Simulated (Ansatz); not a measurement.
A self-consistent single point of In2O3 (Ia-3, 40 atoms in the cell) with Ansatz (a first-principles code).

Level of theory: LDA (PW92), PAW files made with PBE (plane waves; Ansatz).

The change in words: lattice scaled by 0.97. Reference geometry:
```
In2O3
1.0
   -4.98262     4.98262     4.98262
    4.98262    -4.98262     4.98262
    4.98262     4.98262    -4.98262
In O
16 24
Direct
  0.50000   0.50000   0.50000
  0.50000   0.00000   0.00000
  0.00000   0.00000   0.50000
  0.00000   0.50000   0.00000
  0.25000   0.71650   0.46650
  0.75000   0.78350   0.03350
  0.46650   0.25000   0.71650
  0.03350   0.75000   0.78350
  0.71650   0.46650   0.25000
  0.78350   0.03350   0.75000
  0.75000   0.28350   0.53350
  0.25000   0.21650   0.96650
  0.53350   0.75000   0.28350
  0.96650   0.25000   0.21650
  0.28350   0.53350   0.75000
  0.21650   0.96650   0.25000
  0.53610   0.77370   0.54340
  0.73030   0.99270   0.95660
  0.76970   0.72630   0.26240
  0.96390   0.50730   0.23760
  0.54340   0.53610   0.77370
  0.95660   0.73030   0.99270
  0.26240   0.76970   0.72630
  0.23760   0.96390   0.50730
  0.77370   0.54340   0.53610
  0.99270   0.95660   0.73030
  0.72630   0.26240   0.76970
  0.50730   0.23760   0.96390
  0.46390   0.22630   0.45660
  0.26970   0.00730   0.04340
  0.23030   0.27370   0.73760
  0.03610   0.49270   0.76240
  0.45660   0.46390   0.22630
  0.04340   0.26970   0.00730
  0.73760   0.23030   0.27370
  0.76240   0.03610   0.49270
  0.22630   0.45660   0.46390
  0.00730   0.04340   0.26970
  0.27370   0.73760   0.23030
  0.49270   0.76240   0.03610
```

Reference input (self-consistent single point, DFT, LDA (PW92), plane waves, PAW files made with PBE): basis.ecutwfc = 420 eV; kpoints.mp_grid.grid = 3 3 3; hamiltonian.xc = lda; hamiltonian.pseudopotentials = {kind: paw} (the program's default PAW files); scf.occupations.method = cold; scf.occupations.width = 0.2 eV. This run's input differs from it in these lines:

```diff
@@ -2,5 +2,5 @@
   lattice:
-    - [-4.982623, 4.982623, 4.982623]
-    - [4.982623, -4.982623, 4.982623]
-    - [4.982623, 4.982623, -4.982623]
+    - [-4.833144, 4.833144, 4.833144]
+    - [4.833144, -4.833144, 4.833144]
+    - [4.833144, 4.833144, -4.833144]
   atoms:
```

Log, with long lists cut:

```
SCF iter   1: F=—  HF=-100648.276644 eV  |F-HF|=—  |Δ(HF+E_count)|=         —  Δρ=6.92e-2  dr2=1.81e1  ethr=3.10e-3  ⟨swp⟩=5.0  Hψ=3200  notcnv=0  defer=19
all-band conjugate gradients solve this SCF's bands
preconditioner: auto → Resta (q_TF=auto, 2.617 Å⁻¹)
SCF iter   2: F=—  HF=-100644.154711 eV  |F-HF|=—  |Δ(HF+E_count)|=    4.12e0  S|Δr|=    0.00e0  Δρ=3.38e-2  dr2=4.19e0  ethr=3.10e-3  ⟨swp⟩=3.0  Hψ=1714  notcnv=0  defer=139
   [... lines left out ...]
SCF iter   6: F=—  HF=-100642.602369 eV  |F-HF|=—  |Δ(HF+E_count)|=   7.86e-5  S|Δr|=  1.36e-11  Δρ=9.12e-5  dr2=2.88e-5  ethr=2.50e-7  ⟨swp⟩=2.5  Hψ=1352  notcnv=0  defer=139
SCF iter   7: F=—  HF=-100642.602894 eV  |F-HF|=—  |Δ(HF+E_count)|=   5.25e-4  S|Δr|=  1.70e-12  Δρ=1.44e-5  dr2=1.27e-6  ethr=8.18e-9  ⟨swp⟩=2.0  Hψ=1373  notcnv=0  defer=139
SCF iter   8: F=-100642.602894 eV  HF=-100642.602894 eV  |F-HF|=9.28e-9  |Δ(HF+E_count)|=   1.68e-7  S|Δr|=  1.13e-12  Δρ=2.91e-6  dr2=5.98e-8  ethr=2.84e-11  ⟨swp⟩=12.0  Hψ=4597  notcnv=0
SCF 1 converged in 8 iterations: F = -100642.602894 eV  dr2 = 5.98e-8
Stability not checked (fill_not_monotonic)
Free energy (F): -100642.602894 eV
F+E_penalty+E_count: -100642.602894 eV  (lagrangian_ev)
Internal energy: -100642.602894 eV  (E = F + TS)
E sigma→0 (E₀):  -100642.602894 eV
Fermi energy:    11.872799 eV
--- Forces (eV/Å), atoms counted from 1 ---
  atom   1  In     0.00000000    -0.00000000     0.00000000
  atom   2  In     0.00000000    -0.00000000    -0.00000000
  atom   3  In     0.00000000    -0.00000000     0.00000000
  atom   4  In     0.00000000    -0.00000000     0.00000000
   [... lines left out ...]
  atom  40  O      0.46854239    -0.44838040    -0.18103863
--- Stress (GPa, compression-positive) ---
       29.022742      -0.000000      -0.000000
       -0.000000      29.022742       0.000000
        0.000000      -0.000000      29.022742
  P = ⅓ Tr σ = 29.0227 GPa (290.227 kbar)
  The stress holds the Pulay correction. Without it, at fixed plane waves, as pw.x and ABINIT print it: P = 28.4903 GPa
```

The run converged in 8 iterations. Against the reference run the free energy rises by 111 meV/atom, the pressure goes from 5.79 to 29.02 GPa, the largest force goes from 0.384 to 0.673 eV/Å and the gap on the mesh goes from 1.334 to 1.846 eV.

The starting cell was generated: these elements placed on a structure prototype, without a prior relaxation; it need not be a known phase or ordering of this composition. Its lattice was rescaled by a random factor within 2.5 % of one. For this run, on top of that: lattice scaled by 0.97. Ansatz's pressure includes its estimate of the finite-basis (Pulay) stress. Without the estimate this run gives 28.49 GPa.

Keys are those of Ansatz 0.2.
